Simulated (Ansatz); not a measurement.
Band structure of MgSb (R-3m, 2 atoms in the cell).

```yaml
crystal:
  lattice:
    - [1.91954, 1.10825, 4.01831]
    - [-1.91954, 1.10825, 4.01831]
    - [0.00000, -2.21649, 4.01831]
  atoms:
    - { symbol: Mg, position: [0.00000, 0.00000, 0.00000] }
    - { symbol: Sb, position: [0.50000, 0.50000, 0.50000] }
```

Level of theory: LDA (PW92), PAW files made with PBE (plane waves; Ansatz, a first-principles code).

Settings: kpoints.mp_grid.grid = 12 12 12; hamiltonian.xc = lda; hamiltonian.pseudopotentials = {kind: paw} (the program's default PAW files); scf.occupations.method = gaussian; scf.occupations.width = 0.01 Ry; kpoints.band_path.path = [[0.0, 0.0, 0.0], [0.5, 0.0, 0.0], [0.5, 0.21737675, -0.21737675]]; kpoints.band_path.npoints = 8.

The starting cell comes from a database of computed structures (which also holds hypothetical and non-ambient phases and stackings), without a prior relaxation at this level. Spin-orbit coupling is off.

Levels in eV from the Fermi level, bands 9 to 16:
```tsv
point	9	10	11	12	13	14	15	16
Γ	-28.37	-10.77	-1.31	1.04	1.93	1.93	6.00	7.13
L	-28.35	-8.79	-4.81	-0.79	0.55	1.86	4.06	4.78
B1	-28.35	-8.37	-3.31	-2.98	-2.59	2.60	3.61	7.88
```

Bands cross the Fermi level along this path, so the cell is metallic at this level.

Keys are those of Ansatz 0.2.
